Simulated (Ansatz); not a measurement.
The parent structure is HgS in the rock salt structure (space group Fm-3m, No. 225; a model cell, its experimental status unchecked; relaxed with 0.1 eV smearing).

```
HgS
1.0
    0.00000     2.72685     2.72685
    2.72685     0.00000     2.72685
    2.72685     2.72685     0.00000
S Hg
1 1
Cartesian
  0.00000   0.00000   0.00000
  2.72685   2.72685   2.72685
```

Cartesian axes are those of the cell as printed.

Method: Ansatz (a quantum-chemistry and plane-wave program) PBEsol, no spin-orbit coupling, earlier PAW set.

Now apply this change: uniaxial strain ε_zz = +1.72 %, all other strain components held at zero, atoms relaxed at fixed cell.

**Question.** Predict the stress tensor and what it implies for the stiffness.

**Answer.** Stress of the strained cell less that of the base (GPa, compression positive):
```
   -1.1     0.0     0.0
    0.0    -1.1     0.0
    0.0     0.0    -1.6
```

Then −Δσ_ii/ε with ε = 0.0172 gives secant stiffness values (nonlinear terms included at this strain): C33 ≈ 94 GPa, C13 ≈ 66 GPa and C23 ≈ 66 GPa.

Whether these cells are dynamically stable was not tested. The final runs are not spin-polarised. This is not the structure that HgS has at room temperature and ambient pressure.
